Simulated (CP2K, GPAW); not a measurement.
A GPAW input for a self-consistent single point of Ag₃As (P1, 8 atoms in the cell) (DFT LDA (Perdew-Wang 92), plane waves, GPAW PAW datasets LDA (gpaw-data 1.0.1)):

```python
from ase import Atoms
from ase.units import GPa
from gpaw import GPAW, PW, FermiDirac

atoms = Atoms(['Ag', 'Ag', 'Ag', 'Ag', 'Ag', 'Ag', 'As', 'As'],
              cell=[[5.940040, 0.000000, 0.000000],
                    [-2.970020, 5.144226, 0.000000],
                    [0.000000, 0.000000, 4.800410]],
              scaled_positions=[[0.338568, 0.164904, 0.757791],
                                [0.664036, 0.826532, 0.247932],
                                [0.162469, 0.339369, 0.244545],
                                [0.824393, 0.655090, 0.767682],
                                [0.832906, 0.157236, 0.748371],
                                [0.182060, 0.847171, 0.243554],
                                [0.664168, 0.345938, 0.250252],
                                [0.331399, 0.663760, 0.739873]],
              pbc=True)

calc = GPAW(mode=PW(600),
            xc='LDA',
            kpts={'size': (4, 4, 4), 'gamma': True},
            occupations=FermiDirac(0.1),
            nbands=-16,
            convergence={'density': 1e-05, 'energy': 1e-05},
            symmetry={'symmorphic': False, 'tolerance': 0.0005},
            maxiter=120)

atoms.calc = calc

energy = atoms.get_potential_energy()
print('Energy (eV):', round(energy, 6))
forces = atoms.get_forces()
print('Forces (eV/Ang):')
print(forces.round(5))
stress = atoms.get_stress()
print('Stress (GPa, Voigt):', (stress / GPa).round(4))
```

Question: Write the same calculation as an input for CP2K.

Answer: This is the input that was run; spellings and numerical settings could be chosen otherwise.

```
&GLOBAL
  PROJECT bulk
  RUN_TYPE ENERGY_FORCE
  PRINT_LEVEL MEDIUM
&END GLOBAL
&FORCE_EVAL
  METHOD Quickstep
  STRESS_TENSOR ANALYTICAL
  &DFT
    BASIS_SET_FILE_NAME BASIS_MOLOPT
    POTENTIAL_FILE_NAME GTH_POTENTIALS
    &QS
      METHOD GPW
      EPS_DEFAULT 1E-11
    &END QS
    &MGRID
      CUTOFF 500
      REL_CUTOFF 40
      NGRIDS 5
    &END MGRID
    &SCF
      SCF_GUESS ATOMIC
      EPS_SCF 1E-6
      MAX_SCF 100
      ADDED_MOS 13
      &DIAGONALIZATION
        ALGORITHM STANDARD
      &END DIAGONALIZATION
      &MIXING
        METHOD BROYDEN_MIXING
        ALPHA 0.3
        NBUFFER 8
        BETA 1.5
      &END MIXING
      &SMEAR ON
        METHOD FERMI_DIRAC
        ELECTRONIC_TEMPERATURE [K] 1160.45
      &END SMEAR
    &END SCF
    &KPOINTS
      SCHEME MONKHORST-PACK 4 4 4
      GAMMA_CENTERED T
    &END KPOINTS
    &XC
      &XC_FUNCTIONAL PADE
      &END XC_FUNCTIONAL
    &END XC
    &PRINT
      &MO
        EIGENVALUES T
        OCCUPATION_NUMBERS T
        NDIGITS 8
        FILENAME mo
        &EACH
          QS_SCF 0
        &END EACH
        ADD_LAST NUMERIC
      &END MO
      &MULLIKEN ON
      &END MULLIKEN
    &END PRINT
  &END DFT
  &SUBSYS
    &CELL
      ABC 5.94004000 5.94004040 4.80041000
      ALPHA_BETA_GAMMA 90.00000000 90.00000000 119.99999778
      PERIODIC XYZ
    &END CELL
    &COORD
      Ag       1.52133928     0.84830344     3.63770749
      Ag       1.48958383     4.25186740     1.19017525
      Ag      -0.04286036     1.74579083     1.17391626
      Ag       2.95129699     3.36993101     3.68518835
      Ag       4.48050089     0.80885752     3.59248763
      Ag      -1.43467113     4.35803908     1.16915906
      As       2.91774171     1.77958325     1.20131220
      As      -0.00285716     3.41453145     3.55169375
    &END COORD
    &KIND Ag
      BASIS_SET DZVP-MOLOPT-SR-GTH
      POTENTIAL GTH-PADE-q11
    &END KIND
    &KIND As
      BASIS_SET DZVP-MOLOPT-SR-GTH
      POTENTIAL GTH-PADE-q5
    &END KIND
  &END SUBSYS
  &PRINT
    &FORCES ON
    &END FORCES
    &STRESS_TENSOR ON
    &END STRESS_TENSOR
  &END PRINT
&END FORCE_EVAL
```

Basis, cutoffs, solver keys and any potentials are the target program's own. This input uses DFT LDA (Pade form), GPW, DZVP-MOLOPT-SR-GTH basis, GTH-PADE potentials (GTH_POTENTIALS). LDA parametrisations can differ slightly between programs.

The starting cell comes from a database of computed structures (which also holds hypothetical and non-ambient phases and stackings), without a prior relaxation at this level. For this run, on top of that: atoms moved at random.
